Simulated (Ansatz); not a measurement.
## Y: response to strain

Consider Y in the hcp (Mg type) structure (space group P6_3/mmc, No. 194; relaxed with 0.1 eV smearing).

```yaml
crystal:
  lattice:
    - [3.59431, 0.00000, 0.00000]
    - [-1.79716, 3.11277, 0.00000]
    - [0.00000, 0.00000, 5.60992]
  atoms:
    - { symbol: Y, position: [0.66667, 0.33333, 0.75000] }
    - { symbol: Y, position: [0.33333, 0.66667, 0.25000] }
```

Cartesian axes are those of the cell as printed.

Strains are applied to the cell and any free atomic positions relax; under biaxial strain the out-of-plane vector relaxes too.

Calculations: Kohn–Sham DFT with the PBEsol functional, run in Ansatz (an electronic-structure program) with PAW and 420 eV plane waves, no spin-orbit coupling.

Candidates:
(a) biaxial strain +3.00 %, plane normal [001], relaxed out of plane
(b) biaxial strain +1.50 %, plane normal [001], relaxed out of plane
(c) biaxial strain +0.50 %, plane normal [001], relaxed out of plane

Order them by out-of-plane strain, highest first.

(c) biaxial strain +0.50 %, plane normal [001], relaxed out of plane (-0.28 %), (b) biaxial strain +1.50 %, plane normal [001], relaxed out of plane (-0.81 %), (a) biaxial strain +3.00 %, plane normal [001], relaxed out of plane (-1.59 %)

Stability against distortions was not tested. All final runs are without spin polarisation.
